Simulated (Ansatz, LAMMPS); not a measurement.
Ge well of 21 atomic layers along [001] in random Si0.2Ge0.8, interfaces graded over 8 layers

Cell 17.11 × 17.11 × 69.04 Å, Si86Ge778, 864 atoms. Prepared with Tersoff's 1989 multicomponent potential (SiCGe.tersoff) (LAMMPS): minimisation. 

That structure was relaxed on with PBE, support functions at accuracy medium on the grid of 370 eV (Ansatz, a program for electronic structure). Basis: localised support functions (accuracy medium) on a full density matrix. k-points: zone centre alone; occupations: Fermi-Dirac, 0.010 eV; spin polarisation not allowed. Scalar-relativistic, no spin-orbit coupling.

Problem. What does DFT change in the classical structure?

Solution. The energy falls by 0.3 meV an atom over 3 steps; atoms move by 0.026 Å root mean square, 0.05 Å at most.
```tsv
quantity	classical minimum	after DFT steps
4-fold atoms (%)	100.0	100.0
spread of bond angles (°)	0.7	0.9
```
